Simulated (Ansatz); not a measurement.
# CrCuO2 (space group R-3m, No. 166; ferromagnetic)

```
CrCuO2
1.0
    1.50635     0.86969     5.70392
   -1.50635     0.86969     5.70392
    0.00000    -1.73938     5.70392
Cu Cr O
1 1 2
Direct
  0.00000   0.00000   0.00000
  0.50000   0.50000   0.50000
  0.10844   0.10844   0.10844
  0.89156   0.89156   0.89156
```

Computed with PBE (Ansatz, a first-principles code), scalar-relativistic without spin-orbit coupling. Settings: 13×13×13 k-points, 0.05 eV Fermi–Dirac smearing.

```json
{
  "volume_per_atom": "11.21 Å³",
  "density": "5.46 g/cm³",
  "band_gap": "1.08 eV, indirect, S₂–F (12 % along) → k = (0.077, 0.385, 0.385) in the run's primitive reciprocal basis",
  "magnetic_state": "ferromagnetic",
  "total_energy": "-2784.630 eV/atom (σ→0; compares only within this code and set-up)"
}
```

Whether these cells are dynamically stable was not tested. No Hubbard U is applied and the magnetic state is the run's own (CrCuO2 ferromagnetic); small cells can't hold the antiferromagnetic order that many such compounds have, so gaps and moments can be off.
